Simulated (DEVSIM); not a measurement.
Structure: Ti/SiON/p-Ge capacitor, at 300 K.

```tsv
layer (left to right)	material	thickness (nm)	Na (cm⁻³)
1	SiON	9.20	-
2	Ge	520	1.3e18
```

Metal gate on the left, work function 4.33 eV. Fixed charge at the semiconductor interface -1.7e11 cm⁻² (in units of +e); no interface traps.

This is a model device: material constants are rounded textbook-type values typed into the input, and sizes, dopings and lifetimes were drawn at random. Values at 300 K.

```tsv
parameter	SiON	Ge
gap (eV)	7	0.664
affinity (eV)	1.4	4
permittivity	5.5	16
Nc (cm⁻³)	-	1.04e19
Nv (cm⁻³)	-	6e18
```

Model (solved in DEVSIM): 1D Poisson equation in equilibrium, Boltzmann statistics, complete ionisation; no quantum confinement or tunnelling. Metal contacts follow the ideal Schottky-Mott rule: no Fermi-level pinning, no interface dipoles.

The interface trap density was swept, all else fixed.

| interface trap density (cm^-2 eV^-1) | minimum of the low-frequency capacitance (μF/cm²) | flat-band voltage (V) | threshold voltage (band bending 2φF) (V) |
|---|---|---|---|
| 0 | 0.278 | -0.24 | 1.42 |
| 1e10 | 0.279 | -0.24 | 1.42 |
| 1e11 | 0.282 | -0.26 | 1.43 |
| 3e11 | 0.289 | -0.28 | 1.44 |
| 1e12 | 0.310 | -0.37 | 1.47 |
| 2e12 | 0.335 | -0.50 | 1.51 |

From the first row to the last the minimum of the low-frequency capacitance goes from 0.278 to 0.335. From the first row to the last the flat-band voltage goes from -0.24 to -0.50.
